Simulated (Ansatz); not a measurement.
Effect of H interstitial (started 2.81 Å from the nearest host atom), symmetric start on CdTe

Start from a 24-atom supercell of CdTe in the zinc blende structure (space group F-43m, No. 216; a = 6.4892 Å) at its relaxed geometry.

Now apply this change: one H atom is added in an open site, starting 2.81 Å from the nearest host atom, atoms relaxed at fixed cell.

All numbers come from PBEsol (Ansatz, a program for electronic structure), no spin-orbit coupling. Settings: 3×2×3 k-points, 0.01 eV Fermi–Dirac smearing.

| quantity | base | changed | shift |
|---|---|---|---|
| pressure | 0.0 GPa | 0.4 GPa | +0.4 GPa |
| gap of the supercell | 0.65 eV | zero | – |
| total moment of the cell | – | 0.8 μB | – |
| largest displacement of a host atom from its site in the perfect cell | – | 0.37 Å | – |
| final site of the added atom | – | 1 Te at 1.80 Å | – |

The magnetic state is the one reached from the starting moments; the real material's order can differ, and small cells can't hold many antiferromagnetic ones. In so small a cell the defect repeats every few ångströms: this is an ordered compound, not a dilute defect. The mesh was chosen for an insulator and is coarse for the gapless case. The defect started on the symmetric site and kept its symmetry, so it may sit on a saddle. With Te present, leaving out spin-orbit coupling can change the band edges. The defect cell is spin-polarised and ends with 0.8 μB, a fractional moment that hangs on the mesh and smearing.
